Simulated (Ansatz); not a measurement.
Abridged Ansatz (a first-principles code) output:

```
Pseudopotential: Tl, paw, valence charge 13
Pseudopotential: K, paw, valence charge 9
Pseudopotential: S, paw, valence charge 6
Crystal: 4 atoms, lattice volume = 99.455 Å³
Basis set: ecut = 420 eV, 1987 PW (Γ), exchange–correlation on 108×108×108 points (8 copies of the dense FFT grid, shifted against one another)
Bands: 21, of which v1, the nominal top of the filled ones, is band 17 counted from 1 (16 counted from 0)
Symmetry: 12 space group operations
k-points: 116 of 1000
Functional: x = pbesol(κ = 0.804, μ = 0.12345679012345678), c = pbesol(β = 0.046)
SCF iter   1: F=—  HF=-14583.895652 eV  |F-HF|=—  |Δ(HF+E_count)|=         —  Δρ=4.05e-3  dr2=2.60e-2  ethr=1.77e-3  ⟨swp⟩=6.5  Hψ=12800  notcnv=0
SCF iter   2: F=—  HF=-14583.887124 eV  |F-HF|=—  |Δ(HF+E_count)|=   8.53e-3  Δρ=1.70e-3  dr2=4.58e-3  ethr=7.65e-5  ⟨swp⟩=2.4  Hψ=5151  notcnv=0
SCF 1 converged in 8 iterations: F = -14583.886121 eV  dr2 = 1.96e-10
SCF converged after 8 iterations
Free energy (F): -14583.886121 eV
Internal energy: -14583.886118 eV  (E = F + TS)
E sigma→0 (E₀):  -14583.886120 eV
Entropy (-TS):   -0.000003 eV (-0.001 meV/atom)
Fermi energy:    6.343250 eV
--- Forces (eV/Å), atoms counted from 1 ---
  atom   1  Tl    -0.00000000    -0.00000000     0.00000000
  atom   2  K     -0.00000000     0.00000000    -0.00000000
  atom   3  S      0.00000000    -0.00000000    -0.00077094
  atom   4  S     -0.00000000     0.00000000     0.00077094
--- Stress (GPa, compression-positive) ---
       -0.008492       0.000000      -0.000000
        0.000000      -0.008492       0.000000
       -0.000000       0.000000       0.005142
  P = ⅓ Tr σ = -0.0039 GPa (-0.039 kbar)
```

**Question.** What was computed, and what are the main results?

**Answer.** KTlS2, 4 atoms in the cell, with Kohn–Sham DFT with the PBEsol functional, run in Ansatz with PAW and 420 eV plane waves, scalar-relativistic without spin-orbit coupling. The last SCF converged to F = -14583.886121 eV, or -3645.9715 eV per atom, at a pressure of 0.00 GPa. The total energy compares only with runs of the same code, potentials and settings.

With Tl present, leaving out spin-orbit coupling can change the band edges. Stability against distortions was not tested. The cell is KTlS2 (space group R-3m, No. 166; a hypothetical phase, not in the database extracts checked).
